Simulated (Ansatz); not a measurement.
Be₃N₂ (Ia-3, No. 206), treated with PBEsol-D3(BJ) in Ansatz (plane waves, PAW).

Settings: plane-wave cutoff 520 eV, 6×6×6 k mesh, Fermi–Dirac smearing 0.01 eV, scalar-relativistic PAW data made under PBE.

Pressure at four volumes; x = ln(V/6.516 Å³). One pressure is withheld.

```json
[
 {"V (Å³/atom)": "6.255", "x": "-0.0409", "P (GPa)": "?"},
 {"V (Å³/atom)": "6.385", "x": "-0.0203", "P (GPa)": "4.82"},
 {"V (Å³/atom)": "6.516", "x": "0.0000", "P (GPa)": "0.00"},
 {"V (Å³/atom)": "6.776", "x": "0.0391", "P (GPa)": "-8.40"}
]
```

Q: Pass a parabola P(x) through the three rows shown, estimate the bulk modulus and its pressure derivative near zero pressure, and predict the withheld pressure.

A: Slopes between the rows: (0.00 − (4.82))/(0.0000 − (-0.0203)) = -237.44 and (-8.40 − (0.00))/(0.0391 − (0.0000)) = -214.83 GPa. Their difference over the span 0.0594 is c = 22.61/0.0594 = 380.6 GPa, so P(x) = 4.82 + (-237.44)(x − (-0.0203)) + 380.6 (x − (-0.0203))(x − (0.0000)). At the middle row B = −dP/dx = −[-237.44 + 380.6 × 0.0203] = 229.7 GPa, and B′ = dB/dP = 2c/B = 3.3. At x = -0.0409 the parabola gives 10.03 GPa; the run gives 10.10 GPa. The Birch–Murnaghan fit to the energies at all volumes has B0 = 230 GPa and B′ = 3.6.

Ansatz is a first-principles code.
